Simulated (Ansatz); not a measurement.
# What uniaxial stress, 2 GPa tension along z does to BP

The reference is BP in the zinc blende structure (space group F-43m, No. 216; a = 4.5202 Å). Axes: x, y, z lie along the cube axes.

One thing is altered: uniaxial stress, 2 GPa tension along z; all other stress components relax to zero.

Level of theory: PBEsol (Ansatz, a quantum-chemistry and plane-wave program, PAW, no spin-orbit coupling), earlier PAW set. k-mesh 13×13×13 (Γ-centred); smearing 0.05 eV (Fermi–Dirac).

The volume per atom rises by 0.05 Å³, from 11.54 Å³ to 11.59 Å³ and the space group becomes I-4m2 (No. 119) (base: F-43m (No. 216)). The energy rises by 0.5 meV/atom and the band gap falls by 0.03 eV, from 1.11 eV to 1.08 eV. The gap character comes out as indirect, Γ → Γ–X (78 % along) and the smallest direct gap falls by 0.04 eV (3.38 eV → 3.34 eV). The electron mass stays 1.3 mₑ along k, 0.22 mₑ across (off the special points) and the valence-band top at Γ (three highest levels, from the VBM) becomes 0.00, 0.00, -0.07 eV (base: 0.00, 0.00, 0.00 eV). The valley order (the lowest conduction-band minima on the path, energy above the VBM, named in the base's zone) changes from a point along ⟨100⟩, about 1.2 Å⁻¹ from Γ 1.11 eV to a point along [010], about 1.1 Å⁻¹ from Γ 1.08 eV; a point along [001], about 1.2 Å⁻¹ from Γ 1.16 eV and the strain response (xx, yy, zz) comes out as (−0.12, −0.12, +0.63) %. The secant Young's modulus along z comes out as 320 GPa and the mean lateral Poisson ratio comes out as 0.19.

Final structure:

```
CELL_PARAMETERS angstrom
      0.00000     2.25743     2.27432
      2.25743     0.00000     2.27432
      2.25743     2.25743     0.00000
ATOMIC_POSITIONS crystal
  P  0.75000 0.75000 0.75000
  B  0.00000 0.00000 0.00000
```

Effective masses come from finite differences of ±0.01 Å⁻¹. Along k means along the line from Γ to the band edge. Beyond what the load breaks, stability against distortions was not tested. Labels are those of the standard path for the cell's own space group.
